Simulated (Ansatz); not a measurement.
Reference: Cu₂O (Pn-3m), PBEsol with spin-orbit coupling, rigid bands (plane waves, PAW; Ansatz, a quantum-chemistry and plane-wave program); axes and stresses refer to this cell.

```
CELL_PARAMETERS angstrom
      4.22266     0.00000     0.00000
      0.00000     4.22266     0.00000
      0.00000     0.00000     4.22266
ATOMIC_POSITIONS crystal
  Cu 0.25000 0.25000 0.75000
  Cu 0.25000 0.75000 0.25000
  Cu 0.75000 0.75000 0.75000
  Cu 0.75000 0.25000 0.25000
  O  0.50000 0.50000 0.50000
  O  0.00000 0.00000 0.00000
```

- Seebeck coefficient, n-type 1e19 cm⁻³: -293 μV/K
- band gap: 0.47 eV
- Seebeck coefficient, p-type 1e19 cm⁻³: 307 μV/K

Q: Change: functional PBE, cell relaxed with it. What happens to Seebeck coefficient, n-type 1e19 cm⁻³, band gap, Seebeck coefficient, p-type 1e19 cm⁻³?

A: Seebeck coefficient, n-type 1e19 cm⁻³ moves little, to -290 μV/K; band gap drops to 0.39 eV; Seebeck coefficient, p-type 1e19 cm⁻³ increases to 321 μV/K.

Seebeck coefficients are for the stated density at 300 K, with one relaxation time for all states and whether or not that doping can be reached.
